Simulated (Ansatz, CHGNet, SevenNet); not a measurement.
# Ge2Sb2Te5 (model structure, started from the Ge2Sb2Te5-Kooi type, P-3m1, No. 164, 9 atoms in the cell): properties by level of theory

| level (code) | lattice parameter a (Å) | c axis length (Å) |
|---|---|---|
| CHGNet 0.3.0 | 4.274 | 18.395 |
| CHGNet-r²SCAN | 4.253 | 18.353 |
| SevenNet-l3i5 | 4.292 | 17.541 |
| PBE (Ansatz) | 4.296 | 17.555 |
| r²SCAN (Ansatz) | 4.269 | 17.577 |

Ansatz's density-functional and Hartree–Fock values are scalar-relativistic unless marked +SOC, with PAW data made under PBE.

Computed values are for the static lattice.

A model structure was made by putting elements into a prototype or built by hand; it is no filed structure, need not be a known phase, and can be a saddle point held by its symmetry.

Ansatz is a program for electronic structure.
